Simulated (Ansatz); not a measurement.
Start from BiB in the zinc blende structure (space group F-43m, No. 216; a = 5.490 Å; a hypothetical phase, not in the database extracts checked).

Levels (all Ansatz, a program for electronic structure, PAW): r2SCAN (500 eV, no spin-orbit coupling); HSE06 (420 eV, spin-orbit coupling left out).

The geometry is relaxed with r2SCAN.

r2SCAN band gap: 0.39 eV

With HSE06 at the same geometry, the band gap goes up by 0.497 eV (0.39 eV → 0.88 eV).

Single points use the geometry relaxed with r2SCAN. Spin-orbit coupling, missing from the scalar runs, can matter with Bi. Whether these cells are dynamically stable was not tested.
